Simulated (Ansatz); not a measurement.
Take KF in the rock salt structure (space group Fm-3m, No. 225; a = 5.421 Å) as the base.

All numbers come from PBE (Ansatz, a quantum-chemistry and plane-wave program; PAW; 420 eV plane waves; no spin-orbit coupling).

Before the change:

```
Property                Value
-------------  --------------
Electron mass  0.55 mₑ (at Γ)
```

It is then changed as follows: hydrostatic tension (pressure −1 GPa).

Question: Estimate the effect on the mean gap deformation potential ΔEg/Δln V and electron mass.

Answer: The mean gap deformation potential ΔEg/Δln V is -4.9 eV; the electron mass changes from 0.55 mₑ (at Γ) to 0.56 mₑ (at Γ).

Load acts through the strain it causes; cell and atoms are relaxed under it. Masses are band curvatures over ±0.01 Å⁻¹ around the edge. No phonon test of stability was made.
